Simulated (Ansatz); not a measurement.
NH3 on the 1x1 (10-10) surface of wurtzite GaN (cut with top plane Ga + N), one in a 2x1 cell, started at the site 'top N'

Host crystal: wurtzite GaN, with a band gap (PBE, scalar-relativistic without spin-orbit coupling).

The numbers are results of PBE (plane waves to 420 eV, PAW; Ansatz, an electronic-structure program), not measurements.

Slab: 36 atoms, 9.3 Å thick at the start under the adsorbate (thin: gaps and levels are the slab's own); k 3x4x1, smearing 0.01 eV, dipole-corrected; 16 atoms held, the rest relaxed; no symmetry held; no spin, no spin-orbit, no U, no dispersion correction. At the end it is bonded to Ga. In PBE it is, or lies within 0.03 eV of, the lowest of the starts that converged.

```json
{
 "adsorption energy against NH3(g)": "-1.21 eV",
 "change_of_the_step_from_the_bottom_to_the_top_vacuum_level_against_the_clean_slab": "-2.14 eV",
 "energy_released_by_relaxation": "4.60 eV",
 "height of the binding atom over the mean of the host atoms within 0.3 Å of the top one": "169.7 pm",
 "nearest_host_atoms_of_the_binding_atom": "Ga at 2.08 Å, N at 2.77 Å, N at 3.07 Å",
 "largest_move_of_a_host_atom": "0.22 Å",
 "note": "in the relaxation the adsorbate left its starting site by 2.3 Å",
 "cost": "about 25 core-minutes (a rough figure)"
}
```

A negative adsorption energy means that the adsorbate is more stable on the surface than in its reference.
